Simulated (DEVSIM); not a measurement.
# abrupt In0.53Ga0.47As p-n junction

Device: abrupt In0.53Ga0.47As p-n junction, at 300 K.

| layer (left to right) | material | thickness (μm) | Nd (cm⁻³) | Na (cm⁻³) | τn (s) | τp (s) |
|---|---|---|---|---|---|---|
| 1 | In0.53Ga0.47As | 18.0 | - | 1.5e16 | 3.7e-10 | 3.7e-10 |
| 2 | In0.53Ga0.47As | 1.80 | 3.6e14 | - | 3.7e-10 | 3.7e-10 |

Left contact: ohmic. Right contact: ohmic. Voltage is applied to the left contact. Recombination: SRH at mid-gap, Auger. Mobility is μmin + (μ − μmin)/(1 + (N/Nref)^α).

This is a model device: material constants are rounded textbook-type values typed into the input, and sizes, dopings and lifetimes were drawn at random. Values at 300 K.

| parameter | In0.53Ga0.47As |
|---|---|
| gap (eV) | 0.74 |
| affinity (eV) | 4.51 |
| permittivity | 13.9 |
| Nc (cm⁻³) | 2.1e17 |
| Nv (cm⁻³) | 7.7e18 |
| μn (cm²/Vs) | 12000 |
| μp (cm²/Vs) | 300 |
| μn,min | 300 |
| μp,min | 10 |
| Nref,n | 1.3e17 |
| Nref,p | 4.9e17 |
| αn | 0.48 |
| αp | 0.4 |
| Cn (cm⁶/s) | 5e-29 |
| Cp (cm⁶/s) | 5e-29 |

Simulated with DEVSIM: 1D drift-diffusion, Boltzmann statistics, complete ionisation; no tunnelling, impact ionisation, image-force lowering or self-heating.

- Potential step across the device at zero bias: 0.414 V
- Largest field in the device at zero bias: 7700 V/cm
- Dark forward voltage at 1 A/cm²: 0.242 V
- Dark forward voltage at 100 A/cm²: 0.672 V

Dark forward current:

```csv
V (V),J (A/cm²)
0.05,0.0081
0.15,0.11
0.25,1.2
0.30,3.6
0.40,17
0.50,41
0.60,73
0.65,92
0.75,130
0.85,180
0.95,240
1.00,260
1.10,330
1.20,400
```
